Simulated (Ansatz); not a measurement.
## Ag: response to strain

The reference is Ag in the fcc (Cu type) structure (space group Fm-3m, No. 225; a = 4.0009 Å; relaxed with 0.1 eV smearing).

Strains are applied to the cell and any free atomic positions relax.

All numbers come from LDA (Ansatz, an electronic-structure program, PAW, no spin-orbit coupling).

Notes on the quantities. energy relative to the base: free energy F.

```csv
change,pressure,energy relative to the base,shortest interatomic distance
base,0.0 GPa,0 meV/atom,2.829 Å
isotropic strain −3.00 %,16.4 GPa,+65 meV/atom,2.744 Å
isotropic strain −2.50 %,13.1 GPa,+44 meV/atom,2.758 Å
isotropic strain −1.50 %,7.2 GPa,+15 meV/atom,2.787 Å
isotropic strain −1.00 %,___,+6.6 meV/atom,2.801 Å
isotropic strain −0.50 %,2.2 GPa,+1.6 meV/atom,2.815 Å
isotropic strain +0.50 %,-2.0 GPa,+1.5 meV/atom,2.843 Å
isotropic strain +1.50 %,-5.5 GPa,+13 meV/atom,2.871 Å
isotropic strain +2.00 %,-7.0 GPa,+23 meV/atom,2.886 Å
isotropic strain +3.00 %,-9.6 GPa,___,2.914 Å
```

Task: What belongs in the blanks?

Result: 
- isotropic strain −1.00 %, pressure: 4.6 GPa
- isotropic strain +3.00 %, energy relative to the base: +49 meV/atom

Whether these cells are dynamically stable was not tested.
